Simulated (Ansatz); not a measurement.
**C, response to strain**

Take C in the diamond structure (space group Fd-3m, No. 227; a = 3.554 Å) as the base. Axes: x, y, z lie along the cube axes.

Strains are applied to the cell and any free atomic positions relax.

Method: PBEsol (Ansatz, a program for electronic structure; PAW; 420 eV plane waves; no spin-orbit coupling).

Notes on the quantities. energy relative to the base: free energy F.

```csv
uniaxial strain ε_zz (%),energy relative to the base (meV/atom)
-3,17.3
-2.5,?
-2,7.6
-1.5,4.3
-1,1.9
0,0.0
```

### Question
Fit ΔE = Aε² + Bε³ (ε in %) to the rows shown and predict the withheld row.

### Answer
Least squares on the printed values gives A = 1.88 and B = -0.015 meV/atom (largest residual 0.0 meV/atom); this predicts 12.0 meV/atom, and the run gives 12.0 meV/atom, in agreement.

Whether these cells are dynamically stable was not tested.
